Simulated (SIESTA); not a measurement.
Band structure of CuPdO2 (Pmmm, 4 atoms in the cell).

```
CELL_PARAMETERS angstrom
      2.93688     0.00000     0.00000
      0.00000     3.01990     0.00000
      0.00000     0.00000     5.26509
ATOMIC_POSITIONS crystal
  Cu 0.50000 0.50000 0.50000
  Pd 0.00000 0.00000 0.00000
  O  0.00000 0.50000 0.74049
  O  0.00000 0.50000 0.25951
```

Method of the run: LDA PW92, numerical atomic orbitals DZP, PseudoDojo LDA standard norm-conserving potentials (rewritten from UPF to PSML) (SIESTA 5.4.2).

Settings: XC.functional = LDA; XC.authors = PW92; potentials = PseudoDojo LDA standard; PAO.BasisSize = DZP; PAO.EnergyShift = 0.01 Ry; MeshCutoff = 350 Ry; kgrid.MonkhorstPack = 11 11 6; OccupationFunction = MP; OccupationMPOrder = 0; ElectronicTemperature = 50 meV; MaxSCFIterations = 150; SCF.Mixer.Method = Pulay; SCF.Mixer.Weight = 0.25; SCF.Mixer.History = 8.

The starting cell comes from a database of computed structures (which also holds hypothetical and non-ambient phases and stackings), without a prior relaxation at this level. Spin polarisation is off; with an odd number of electrons in the cell that forces a metal, and a magnetic state may lie lower. Values carry the incompleteness of an atom-centred basis.

Levels in eV from the Fermi level, bands 21 to 26:
```
point     21     22     23     24     25    26
-----  -----  -----  -----  -----  -----  ----
Γ      -2.45  -2.17  -1.83  -1.65   0.87  1.65
X      -2.37  -1.58  -1.53  -0.26  -0.04  1.49
S      -2.35  -1.94  -1.41  -1.14   0.25  1.85
Y      -1.83  -1.82  -1.67  -1.06   0.30  1.32
Z      -2.13  -1.83  -1.61  -0.95   0.08  1.00
U      -2.46  -2.34  -1.75  -1.12   0.74  1.61
R      -1.83  -1.76  -1.54  -0.52   0.13  0.60
T      -2.26  -2.01  -1.87  -1.56   0.74  0.94
```

Bands cross the Fermi level along this path, so the cell is metallic at this level.

Higher empty bands are left out: an atom-centred basis made for the valence describes them poorly.
